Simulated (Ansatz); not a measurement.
The reference is TiB₂ (space group P6/mmm, No. 191; a = 2.994 Å, c = 3.160 Å). Axes: x lies along a and z along c of the hexagonal cell.

Computed with Ansatz (a program for electronic structure) LDA, without spin-orbit coupling.

Perturbation: an isotropic linear strain of +1.50 %; the atoms relax in the strained cell.

Question: Predict the stress tensor and what it implies for the stiffness.

Answer: Stress of the strained cell less that of the base (GPa, compression positive):
```
  -12.3     0.0     0.0
    0.0   -12.3     0.0
    0.0     0.0   -10.0
```

Then B = −ΔP/(ΔV/V₀) with ΔV/V₀ = 0.0457 gives secant stiffness values (nonlinear terms included at this strain): B (at held cell shape, above the free-shape value) ≈ 252 GPa.

As a check, the harmonic strain energy −½ V₀ Δσ:ε is 13 meV/atom; the computed energy rise is 14 meV/atom.

The mesh was chosen for an insulator and is coarse for the gapless case. No phonon test of stability was made. All final runs are without spin polarisation.
